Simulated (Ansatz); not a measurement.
## LaNbO$_{4}$ (space group C2/c, No. 15)

```
CELL_PARAMETERS angstrom
      3.62361    -5.71114     0.00000
      3.62361     5.71114     0.00000
     -3.33104     0.00000     3.93622
ATOMIC_POSITIONS crystal
  La 0.63050 0.36950 0.75000
  La 0.36950 0.63050 0.25000
  Nb 0.10037 0.89963 0.75000
  Nb 0.89963 0.10037 0.25000
  O  0.79631 0.73322 0.30740
  O  0.20369 0.26678 0.69260
  O  0.26678 0.20369 0.19260
  O  0.73322 0.79631 0.80740
  O  0.05568 0.64652 0.83948
  O  0.94432 0.35348 0.16052
  O  0.35348 0.94432 0.66052
  O  0.64652 0.05568 0.33948
```

Level of theory: PBEsol, PAW, 420 eV (Ansatz, a quantum-chemistry and plane-wave program; no spin-orbit coupling). Settings: 6×6×7 k-points, 0.05 eV Fermi–Dirac smearing.

| Property | Value |
|---|---|
| Volume per atom | 13.58 Å³ |
| Density | 6.03 g/cm³ |
| Band gap | 3.63 eV, indirect, Γ → Y |
| Total energy | -2151.518 eV/atom (σ→0; compares only within this code and set-up) |

Whether these cells are dynamically stable was not tested.
